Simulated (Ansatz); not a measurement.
**Se: pressure series**

Take Se (space group P3_121, No. 152; a = 4.529 Å, c = 5.042 Å; made of chains) as the base.

Cell and atoms are relaxed at each pressure.

Level of theory: PBE in Ansatz (plane waves to 420 eV, PAW, no spin-orbit coupling), earlier PAW set.

Before the change:

The band gap is 1.04 eV.

Question: The aim is a band gap between 0.61 eV and 0.64 eV. Which of these changes reaches it?
(A) pressure 3 GPa
(B) pressure 0.3 GPa
(C) pressure 5 GPa
(D) pressure 1.5 GPa

Answer: D, pressure 1.5 GPa. It gives 0.62 eV; pressure 0.3 GPa gives 0.91 eV; pressure 3 GPa gives 0.42 eV; pressure 5 GPa gives 0.26 eV. Changes not listed may reach it too

Load acts through the strain it causes; cell and atoms are relaxed under it. No phonon test of stability was made. Competing high-pressure phases were not computed. No dispersion term is included, though the crystal is made of layers, chains or molecules, so its spacings can come out too wide. The zero or small gap of Se under pressure 5 GPa can change with the level of theory.

Ansatz is a program for electronic structure.
